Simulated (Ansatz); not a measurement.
# Defect calculation: H interstitial in zinc-blende GaAs

Level of theory: PBE, PAW (plane waves to 420 eV; Ansatz, an electronic-structure program). Cell: 64 sites, 2×2×2; final energies on a 2×2×2 shifted mesh. Site at the start: void with 4As nearest. Energies of charged states are corrected for periodic images (point charge plus alignment at distant sites). Dielectric constants: PBE linear response of the host. Host gap at this level: 0.16 eV. These values are not converged in cell size to better than tenths of an eV. PBE closes or nearly closes this host's gap, so even the neutral cell can hold carriers in host bands. Spin–orbit coupling is left out. Each state is the lowest found from its start.

The name describes the start; the neighbours show where the added atom ended.

```csv
charge,moment (μB),largest move off a lattice site (Å),neighbours of the added atom at the end (Å),image correction with alignment (eV)
+1,not spin-polarised,0.40,"As 1.54, Ga 2.64, Ga 2.65, Ga 2.65, As 2.83, As 2.84, As 2.84",0.11
0†,1.0,0.33,"As 1.62, Ga 2.70, Ga 2.70, Ga 2.70, As 2.75, As 2.75, As 2.75",0.00
−1†,not spin-polarised,0.51,"As 1.67, As 2.64, As 2.64, As 2.65, Ga 2.78, Ga 2.79, Ga 2.79",0.05
```

† Not settled in this cell, so no level is given: charge 0: carriers not clearly localised, level within 0.1 eV of a band edge or past it; charge −1: carriers not clearly localised, level within 0.1 eV of a band edge or past it.
